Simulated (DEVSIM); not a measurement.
Device: abrupt Si n-p junction, at 300 K.

| layer (left to right) | material | thickness (μm) | Nd (cm⁻³) | Na (cm⁻³) | τn (s) | τp (s) |
|---|---|---|---|---|---|---|
| 1 | Si | 14.0 | 6.7e17 | - | 0.00092 | 0.00092 |
| 2 | Si | 240 | - | 4.9e16 | 0.00092 | 0.00092 |

Left contact: ohmic. Right contact: ohmic. Voltage is applied to the left contact. Recombination: SRH at mid-gap, Auger. Mobility is μmin + (μ − μmin)/(1 + (N/Nref)^α).

The device is made up for the run: typed textbook-type constants, with dimensions and the other settings drawn at random. Values at 300 K.

| parameter | Si |
|---|---|
| gap (eV) | 1.124 |
| affinity (eV) | 4.05 |
| permittivity | 11.7 |
| Nc (cm⁻³) | 2.86e19 |
| Nv (cm⁻³) | 3.1e19 |
| μn (cm²/Vs) | 1417 |
| μp (cm²/Vs) | 470 |
| μn,min | 52 |
| μp,min | 45 |
| Nref,n | 9.7e16 |
| Nref,p | 2.2e17 |
| αn | 0.68 |
| αp | 0.72 |
| Cn (cm⁶/s) | 2.8e-31 |
| Cp (cm⁶/s) | 9.9e-32 |

Model (solved in DEVSIM): 1D drift-diffusion, Boltzmann statistics, complete ionisation; no tunnelling, impact ionisation, image-force lowering or self-heating.

The doping Nd of layer 1 was swept, all else fixed.

| doping Nd of layer 1 (cm^-3) | dark forward voltage at 1 A/cm² (V) | dark forward voltage at 100 A/cm² (V) | potential step across the device at zero bias (V) | largest field in the device at zero bias (V/cm) |
|---|---|---|---|---|
| 2e16 | 0.673 | 1.140 | 0.769 | 56000 |
| 6.7e16 | … | … | 0.801 | … |
| 2e17 | 0.724 | 0.993 | 0.829 | 97000 |
| 6.7e17 | 0.737 | 0.949 | 0.860 | 110000 |
| 2e18 | 0.740 | 0.932 | 0.888 | 120000 |
| 6.7e18 | 0.741 | 0.926 | 0.920 | 170000 |

Question: Fill in the missing entries.

Answer: 
- 6.7e16, dark forward voltage at 1 A/cm² (V): 0.701
- 6.7e16, dark forward voltage at 100 A/cm² (V): 1.054
- 6.7e16, largest field in the device at zero bias (V/cm): 81000
